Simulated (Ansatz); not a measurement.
The starting structures come from a database of crystals and need not be the phases stable at ambient conditions.

The decay constant κ of evanescent states in the gap governs leakage through a thin film.

Here is the system:

```yaml
crystal:
  lattice:
    - [9.13582, 0.00000, 0.00000]
    - [-4.56791, 7.91185, 0.00000]
    - [4.56791, 2.63728, 3.72968]
  atoms:
    - { symbol: Mg, position: [0.00000, 0.50000, 0.00000] }
    - { symbol: Mg, position: [0.50000, 0.50000, 0.00000] }
    - { symbol: Mg, position: [0.00000, 0.00000, 0.00000] }
    - { symbol: Mg, position: [0.50000, 0.00000, 0.00000] }
    - { symbol: Se, position: [0.00000, 0.10620, 0.39380] }
    - { symbol: Se, position: [0.00000, 0.89380, 0.60620] }
    - { symbol: Se, position: [0.50000, 0.89380, 0.39380] }
    - { symbol: Se, position: [0.50000, 0.10620, 0.60620] }
    - { symbol: Se, position: [0.78760, 0.39380, 0.81860] }
    - { symbol: Se, position: [0.21240, 0.60620, 0.18140] }
    - { symbol: Se, position: [0.71240, 0.60620, 0.39380] }
    - { symbol: Se, position: [0.28760, 0.39380, 0.60620] }
```

Space group of this cell: Pa-3. The cell is taken as given.

Transport runs along the normal of the first two printed cell vectors, the (111) plane of the conventional cell.

The gap is the functional's own, uncorrected, and κ follows it; spin-orbit coupling is left out. Mid-gap values are interpolated between the computed energies.

### Question
Compute, with Ansatz (an electronic-structure program) with r2SCAN, the band gap and the smallest decay constant κ at mid-gap.

### Answer
Gap 2.09 eV on a 8×8×8 mesh; κ = 0.255 1/Å, at (0.500, 0.167) of the in-plane reciprocal vectors. At the zone centre, at the nearest computed energy, the slowest state has κ = 0.26 1/Å.
